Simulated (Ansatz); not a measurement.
Start from IrO2 in the rutile structure (space group P4_2/mnm, No. 136; a = 4.529 Å, c = 3.180 Å).

(Cell as relaxed with PBE.)

Levels (all Ansatz, a first-principles code, PAW, earlier PAW set): PBE (420 eV, no SOC); PBEsol (420 eV, without spin-orbit coupling).

Each level relaxes its own structure.

```tsv
base	PBE	PBEsol
volume per atom	10.87 Å³	10.51 Å³
lattice parameter a	4.529 Å	4.472 Å
band gap	zero	zero
```

The change: a hydrostatic pressure of 10 GPa.

```csv
quantity,PBE,PBEsol
volume per atom,10.50 Å³,?
c/a ratio,0.708,?
band gap,zero,?
```

**Question.** Given the PBE results, estimate those of PBEsol.

**Answer.** 
- volume per atom, PBEsol: 10.18 Å³
- c/a ratio, PBEsol: 0.711
- band gap, PBEsol: zero

PBE's volume per atom lies 0.32 Å³ above PBEsol's (3.1 %); PBE's c/a ratio lies 0.003 below PBEsol's; the two agree on the band gap. Neither level is exact; PBEsol is the comparison here, not a measurement.

Load acts through the strain it causes; cell and atoms are relaxed under it. No phonon test of stability was made. Competing high-pressure phases were not computed. No Hubbard U is applied, and correlation can decide whether such a compound is a metal. All final runs are without spin polarisation.
